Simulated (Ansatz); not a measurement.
Take TlBiS$_{2}$ (space group R-3m, No. 166; a = 4.085 Å, c = 21.696 Å (hexagonal axes)) as the base. Axes: x lies along a and z along c of the hexagonal cell.

Calculations: PBEsol (Ansatz, an electronic-structure program; PAW; 420 eV plane waves; spin-orbit coupling left out).

Before the change:

Band gap: 0.15 eV
Pressure: -0.01 GPa

Now apply this change: the cell is compressed by 0.60 % along z with no lateral relaxation, atoms relaxed at fixed cell.

How does this affect the band gap and pressure?

The band gap shrinks by 0.046 eV (0.15 eV → 0.11 eV); the pressure (mean of the normal stresses, compression positive) grows by 0.28 GPa to 0.27 GPa.

Spin-orbit coupling, missing from the scalar runs, can matter with Bi and Tl. The cells carry an imposed strain or load. No phonon test of stability was made. A zero or small gap of TlBiS2 can be the functional's error rather than a property of the material.
